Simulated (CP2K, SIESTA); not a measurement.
A SIESTA input for a self-consistent single point of Rb (Im-3m, 1 atom in the cell) (DFT, GGA PBEsol, numerical atomic orbitals DZP, PseudoDojo PBEsol standard norm-conserving potentials (rewritten from UPF to PSML)):

```
# files in the folder: Rb.psml (PseudoDojo PBEsol standard)
SystemName  Rb
SystemLabel rb

NumberOfAtoms                1
NumberOfSpecies              1
%block ChemicalSpeciesLabel
  1 37 Rb
%endblock ChemicalSpeciesLabel
LatticeConstant              1.0 Ang
%block LatticeVectors
    -2.782625000    2.782625000    2.782625000
     2.782625000   -2.782625000    2.782625000
     2.782625000    2.782625000   -2.782625000
%endblock LatticeVectors
AtomicCoordinatesFormat      Ang
%block AtomicCoordinatesAndAtomicSpecies
     0.000000000    0.000000000    0.000000000  1
%endblock AtomicCoordinatesAndAtomicSpecies

XC.functional                GGA
XC.authors                   PBEsol
PAO.BasisSize                DZP
PAO.EnergyShift              0.01 Ry
MeshCutoff                   350 Ry
%block kgrid.MonkhorstPack
   11   0   0  0.0
    0  11   0  0.0
    0   0  11  0.0
%endblock kgrid.MonkhorstPack
OccupationFunction           MP
OccupationMPOrder            0
ElectronicTemperature        3156.43 K

MaxSCFIterations             150
SCF.Mixer.Method             Pulay
SCF.Mixer.Weight             0.25
SCF.Mixer.History            6
SCF.DM.Tolerance             1.0E-05
Diag.ParallelOverK           true
WriteForces                  true
```

### Question
Translate this input to CP2K.

### Answer
This is the input that was run; spellings and numerical settings could be chosen otherwise.

```
&GLOBAL
  PROJECT scf
  RUN_TYPE ENERGY_FORCE
  PRINT_LEVEL MEDIUM
&END GLOBAL
&FORCE_EVAL
  METHOD Quickstep
  STRESS_TENSOR ANALYTICAL
  &DFT
    BASIS_SET_FILE_NAME BASIS_MOLOPT
    POTENTIAL_FILE_NAME GTH_POTENTIALS
    &QS
      METHOD GPW
      EPS_DEFAULT 1E-10
    &END QS
    &MGRID
      CUTOFF 500
      REL_CUTOFF 40
      NGRIDS 5
    &END MGRID
    &SCF
      SCF_GUESS ATOMIC
      EPS_SCF 1E-7
      MAX_SCF 100
      ADDED_MOS 4
      &DIAGONALIZATION
        ALGORITHM STANDARD
      &END DIAGONALIZATION
      &MIXING
        METHOD BROYDEN_MIXING
        ALPHA 0.2
        NBUFFER 12
      &END MIXING
      &SMEAR ON
        METHOD GAUSSIAN
        SIGMA [eV] 0.272
      &END SMEAR
    &END SCF
    &KPOINTS
      SCHEME MONKHORST-PACK 11 11 11
    &END KPOINTS
    &XC
      &XC_FUNCTIONAL
        &PBE
          PARAMETRIZATION PBESOL
        &END PBE
      &END XC_FUNCTIONAL
    &END XC
    &PRINT
      &MO
        EIGENVALUES T
        OCCUPATION_NUMBERS T
        NDIGITS 8
        FILENAME mo
        &EACH
          QS_SCF 0
        &END EACH
        ADD_LAST NUMERIC
      &END MO
      &MULLIKEN ON
      &END MULLIKEN
    &END PRINT
  &END DFT
  &SUBSYS
    &CELL
      A 4.81964800 0.00000000 0.00000000
      B -1.60654900 4.54400800 0.00000000
      C -1.60654900 -2.27200400 3.93522600
      PERIODIC XYZ
    &END CELL
    &COORD
      SCALED
      Rb       0.00000000     0.00000000     0.00000000
    &END COORD
    &KIND Rb
      BASIS_SET DZVP-MOLOPT-SR-GTH-q9
      POTENTIAL GTH-PBE-q9
    &END KIND
  &END SUBSYS
  &PRINT
    &FORCES ON
    &END FORCES
    &STRESS_TENSOR ON
    &END STRESS_TENSOR
  &END PRINT
&END FORCE_EVAL
```

Basis settings and potentials, where a program has them, do not carry over. This input uses DFT PBEsol, GPW, DZVP-MOLOPT-SR-GTH basis, GTH-PBE potentials (GTH_POTENTIALS). Both were run: pressure 0.23 GPa in SIESTA and 0.09 in CP2K.

On SIESTA: the starting cell has typed, rounded lattice constants, without a prior relaxation at this level. Its lattice was rescaled by a random factor within 2.5 % of one. Values carry the incompleteness of an atom-centred basis.

On CP2K: the starting cell has typed, rounded lattice constants, without a prior relaxation at this level. Its lattice was rescaled by a random factor within 2.5 % of one. Values carry the incompleteness of an atom-centred basis. The potentials were made for another functional than the one used.
